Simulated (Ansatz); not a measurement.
# Element substitutions in Li

Start from Li in the bcc (W type) structure (space group Im-3m, No. 229; a = 3.476 Å).

Each row replaces one element on all its sites; cell and atoms are relaxed.

All numbers come from Ansatz (a program for electronic structure) r2SCAN, no spin-orbit coupling, earlier PAW set.

Before the change:

The lattice parameter a is 3.476 Å.

Problem. The aim is a lattice parameter a between 5.967 Å and 6.412 Å. Which of these changes reaches it?
(A) Li → Be
(B) Li → Cs
(C) Li → B
(D) Li → Mg

Solution. B, Li → Cs. It gives 6.265 Å; Li → B gives 2.294 Å; Li → Be gives 2.500 Å; Li → Mg gives 3.560 Å. Changes not listed may reach it too

No phonon test of stability was made. As relaxed here, B is a hypothetical phase, not in the database extracts checked. For Be and Mg in this form, whether it has been made was not checked. All final runs are without spin polarisation. This is not the structure that Be has at room temperature and ambient pressure. This is not the structure that Mg has at room temperature and ambient pressure.
